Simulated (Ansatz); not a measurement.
The parent structure is ZrB2 (space group P6/mmm, No. 191; relaxed with 0.1 eV smearing).

```
CELL_PARAMETERS angstrom
      3.17143     0.00000     0.00000
     -1.58572     2.74654     0.00000
      0.00000     0.00000     3.54182
ATOMIC_POSITIONS crystal
  Zr 0.00000 0.00000 0.00000
  B  0.66667 0.33333 0.50000
  B  0.33333 0.66667 0.50000
```

Cartesian axes are those of the cell as printed.

Level of theory: Ansatz (a quantum-chemistry and plane-wave program), PBE, PAW, cutoff 420 eV, without spin-orbit coupling.

Strains are applied to the cell and any free atomic positions relax.

One change was made to it. Results:

| quantity | base | after |
|---|---|---|
| energy relative to the base (free energy F) | 0 meV/atom | +5.7 meV/atom |
| band gap | zero | zero |
| pressure (mean of the normal stresses, compression positive) | 0.0 GPa | 4.8 GPa |

Task: Which of these changes matches the shifts?
(A) uniaxial strain ε_zz = −3.00 %
(B) uniaxial strain ε_zz = −2.00 %
(C) uniaxial strain ε_zz = −0.50 %
(D) uniaxial strain ε_zz = +1.00 %
(E) uniaxial strain ε_zz = −1.00 %

Result: B, uniaxial strain ε_zz = −2.00 %. For comparison, the energy relative to the base in the other runs: uniaxial strain ε_zz = −3.00 % gives +13 meV/atom; uniaxial strain ε_zz = −0.50 % gives +0.3 meV/atom; uniaxial strain ε_zz = +1.00 % gives +1.4 meV/atom; uniaxial strain ε_zz = −1.00 % gives +1.4 meV/atom.

Stability against distortions was not tested. The final runs are not spin-polarised.
